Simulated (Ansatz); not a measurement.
CaC₂ (R-3m, No. 166, 3 atoms in the cell; start mp-1227257), treated with PBEsol (PAW; Ansatz, an electronic-structure program).

Settings: plane-wave cutoff 520 eV, 10×10×10 k mesh, Fermi–Dirac smearing 0.01 eV, scalar-relativistic PAW data made under PBE.

Cell (relaxed with PBEsol):

```cif
data_C6Ca3
_chemical_formula_sum 'Ca3 C6'
_space_group_name_H-M_alt 'R-3m :H'
_space_group_IT_number 166
_space_group_name_Hall '-R 3 2"'
_cell_length_a 3.82401
_cell_length_b 3.82401
_cell_length_c 11.68534
_cell_angle_alpha 90.000
_cell_angle_beta 90.000
_cell_angle_gamma 120.000
loop_
_atom_site_label
_atom_site_type_symbol
_atom_site_symmetry_multiplicity
_atom_site_Wyckoff_symbol
_atom_site_fract_x
_atom_site_fract_y
_atom_site_fract_z
_atom_site_occupancy
Ca1 Ca 3 a 0.00000 0.00000 0.00000 1
C1 C 6 c 0.00000 0.00000 0.44640 1
```
(The calculation used a cell of 3 atoms; values per cell refer to that cell.)

Q: What does this level give for the band gap and smallest direct gap on the k points sampled?

A: 
* **band gap**: 2.51 eV (indirect)
* **smallest direct gap on the k points sampled**: 3.84 eV

Computed values are for the static lattice.

It cost around 9 core-seconds (rough) of CPU time.

A start named mp-… is a Materials Project structure, which need not be a measured phase.
